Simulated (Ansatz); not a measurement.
NbIr₃ (Pm-3m), PBEsol, DFPT electron-phonon coupling, linearised Boltzmann equation (Ansatz, a program for electronic structure): phonon-limited resistivity 7.74 μΩ·cm at 300 K, 10.7 μΩ·cm at 400 K, current-weighted mean free path 18.9 nm, Drude plasma energy 5.58 eV.

Q: What temperature coefficient of resistance follows, and how does it compare with 1/T?

A: (ρ₄₀₀ − ρ₃₀₀)/(100 K × ρ₃₀₀) = 3.82×10⁻³ K⁻¹, against 1/T = 3.33×10⁻³ K⁻¹ for a resistivity proportional to T. It lies higher because phonons are still being populated at 300 K; impurities would add a constant and lower it.

Q: What Drude relaxation time do resistivity and plasma energy imply?

A: ω_p = 8.48e15 s⁻¹, so τ = 1/(ε₀ ω_p² ρ) = 20.3 fs, a damping ħ/τ of 32.4 meV.

Q: What is the classical skin depth at 100 GHz (nonmagnetic, μ₀ = 1.257×10⁻⁶ H/m)?

A: δ = √(ρ/(π f μ₀)) = 443 nm.

A metal at this level (no band gap). Only scattering by harmonic phonons is included (no impurities, grain boundaries, electron-electron scattering or thermal expansion). Spin-orbit coupling is left out, which matters with elements this heavy. Halving the electron mesh (24x24x24) moves the resistivity by up to 9 % at 300 K, the mean free path by up to 8 %. Smearing 0.20 eV; phonons on a 4x4x4 q mesh, which this run doesn't test.

Formula and space group known from diffraction (Crystallography Open Database), not checked to be the room-temperature form: NbIr3 (Pm-3m).
